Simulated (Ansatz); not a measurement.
Worked example: self-consistent single point of MoPt2 (Imm2, 3 atoms in the cell) in Ansatz (a quantum-chemistry and plane-wave program).

Method of the run: PBEsol, default PAW files made with PBE (plane waves; Ansatz).

```xyz
3
Lattice="-1.3856 1.9920 4.1773 1.3856 -1.9920 4.1773 1.3856 1.9920 -4.1773" Properties=species:S:1:pos:R:3 pbc="T T T"
Mo     0.0000     0.0000     0.0500
Pt     0.0000     0.0000     5.5419
Pt     0.0000     0.0000     2.8126
```

Reference input (self-consistent single point, DFT, PBEsol, plane waves, default PAW files made with PBE): basis.ecutwfc = 420 eV; kpoints.mp_grid.grid = 8 8 8; hamiltonian.xc = pbesol; hamiltonian.pseudopotentials = {kind: paw} (the program's default PAW files); scf.occupations.method = gaussian; scf.occupations.width = 0.1 eV. This run's input differs from it in these lines:

Ansatz 0.2 input:
```diff
@@ -11,3 +11,3 @@
 basis:
-  ecutwfc: 420.0
+  ecutwfc: 505.0
 kpoints:
```

Output, abridged:

```
SCF iter   1: F=—  HF=-29666.260212 eV  |F-HF|=—  |Δ(HF+E_count)|=         —  Δρ=7.89e-3  dr2=2.44e-2  ethr=1.77e-3  ⟨swp⟩=5.3  Hψ=10221  notcnv=0
all-band conjugate gradients solve this SCF's bands
preconditioner: auto → Kerker (q_TF=auto, 2.765 Å⁻¹)
SCF iter   2: F=—  HF=-29666.258357 eV  |F-HF|=—  |Δ(HF+E_count)|=   1.85e-3  Δρ=3.99e-3  dr2=5.90e-3  ethr=4.88e-5  ⟨swp⟩=1.9  Hψ=4270  notcnv=0
SCF iter   3: F=—  HF=-29666.257243 eV  |F-HF|=—  |Δ(HF+E_count)|=   1.11e-3  Δρ=5.97e-4  dr2=1.10e-4  ethr=1.18e-5  ⟨swp⟩=2.0  Hψ=3935  notcnv=0
SCF iter   4: F=—  HF=-29666.257234 eV  |F-HF|=—  |Δ(HF+E_count)|=   9.34e-6  Δρ=1.09e-4  dr2=6.49e-6  ethr=2.20e-7  ⟨swp⟩=2.5  Hψ=4605  notcnv=0
SCF iter   5: F=—  HF=-29666.257233 eV  |F-HF|=—  |Δ(HF+E_count)|=   1.54e-6  Δρ=2.88e-5  dr2=2.92e-7  ethr=1.30e-8  ⟨swp⟩=2.1  Hψ=4807  notcnv=0
SCF iter   6: F=-29666.257233 eV  HF=-29666.257233 eV  |F-HF|=1.79e-8  |Δ(HF+E_count)|=   6.51e-8  Δρ=8.17e-6  dr2=3.24e-8  ethr=2.00e-10  ⟨swp⟩=5.4  Hψ=10159  notcnv=0
SCF 1 converged in 6 iterations: F = -29666.257233 eV  dr2 = 3.24e-8
Free energy (F): -29666.257233 eV
Internal energy: -29666.245990 eV  (E = F + TS)
E sigma→0 (E₀):  -29666.251611 eV
Entropy (-TS):   -0.011243 eV (-3.748 meV/atom)
Fermi energy:    22.504081 eV
--- Forces (eV/Å), atoms counted from 1 ---
  atom   1  Mo     0.00000000     0.00000000    -0.31483509
  atom   2  Pt     0.00000000     0.00000000     0.09513959
  atom   3  Pt     0.00000000     0.00000000     0.21969637
--- Stress (GPa, compression-positive) ---
       -8.277314       0.000000       0.000000
        0.000000     -10.076403       0.000000
        0.000000       0.000000      -9.245086
  P = ⅓ Tr σ = -9.1996 GPa (-91.996 kbar)
  The stress holds the Pulay correction. Without it, at fixed plane waves, as pw.x and ABINIT print it: P = -9.2183 GPa
```

The run converged in 6 iterations. Against the reference run the free energy goes down by 1.2 meV/atom, the pressure moves little (-9.19 to -9.20 GPa) and the largest force stays at 0.315 eV/Å.

The starting cell comes from a database of computed structures (which also holds hypothetical and non-ambient phases and stackings), without a prior relaxation at this level. Its lattice was rescaled by up to half a per cent. One atom was moved a little off its site on purpose. Spin polarisation is off. Ansatz's pressure includes its estimate of the finite-basis (Pulay) stress.
